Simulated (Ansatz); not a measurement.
# HfN (model structure, started from the FeSi type, Fm-3m, No. 225, 8 atoms in the cell)

Method: PBE in Ansatz (plane waves, PAW).

Settings: plane-wave cutoff 500 eV, 8×8×8 k mesh, Fermi–Dirac smearing 0.05 eV, scalar-relativistic PAW data made under PBE.

Cell (relaxed at this level):

```
HfN
1.0
    4.54777     0.00000     0.00000
    0.00000     4.54777     0.00000
    0.00000     0.00000     4.54777
Hf N
4 4
Direct
  0.25000   0.25000   0.25000
  0.75000   0.25000   0.75000
  0.75000   0.75000   0.25000
  0.25000   0.75000   0.75000
  0.75000   0.75000   0.75000
  0.25000   0.75000   0.25000
  0.25000   0.25000   0.75000
  0.75000   0.25000   0.25000
```

```yaml
band_gap: none
```

Spin–orbit coupling is not included.

The computed numbers hold no vibrational or temperature effects.

A model structure was made by putting elements into a prototype or built by hand; here it ended with the formula and space group of a phase in our tables.

Ansatz is a first-principles code.
